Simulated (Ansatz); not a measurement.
**CsH (Fm-3m): band-edge transport data**

Data:

```yaml
crystal:
  lattice:
    - [0.00000, 3.12709, 3.12709]
    - [3.12709, 0.00000, 3.12709]
    - [3.12709, 3.12709, 0.00000]
  atoms:
    - { symbol: Cs, position: [0.00000, 0.00000, 0.00000] }
    - { symbol: H, position: [0.50000, 0.50000, 0.50000] }
```

Level of theory: r2SCAN, rigid bands (plane waves, PAW, scalar-relativistic; Ansatz, an electronic-structure program). Condition of this run: functional r2SCAN on the same cell. Geometry: cell and atoms relaxed with PBEsol.

The band gap is 2.61 eV. The electron conductivity mass (300 K, dilute) is 0.47 mₑ and the hole conductivity mass (300 K, dilute) is 0.76 mₑ. The effective density of states N_c (300 K) comes out as 3.2e19 cm⁻³ and the effective density of states N_v (300 K) comes out as 6.6e19 cm⁻³. The density-of-states mass, electrons comes out as 1.18 mₑ. The density-of-states mass, holes is 1.91 mₑ, the Seebeck coefficient, n-type 1e19 cm⁻³, 300 K is -318 μV/K and the best n-type power factor at 300 K for τ = 10 fs (best axis; densities from 1e16 to 1e21 cm⁻³ tried, whether or not they can be reached) comes out as 11.3 μW/(cm·K²) at 1e20 cm⁻³. The Seebeck coefficient, p-type 1e19 cm⁻³, 300 K is 374 μV/K and the best p-type power factor at 300 K for τ = 10 fs (best axis; densities from 1e16 to 1e21 cm⁻³ tried, whether or not they can be reached) is 13.4 μW/(cm·K²) at 3e20 cm⁻³.

Rigid bands; masses and Seebeck coefficients take one relaxation time τ for all states and one kind of carrier; polarons and phonon drag are left out. Spin-orbit coupling is left out; where it splits the top of the valence band, N_v and the p-type Seebeck coefficient come out somewhat high without it. Geometry: cell and atoms relaxed with PBEsol.

Formula and space group known from diffraction (Crystallography Open Database), not checked to be the room-temperature form: CsH (Fm-3m).
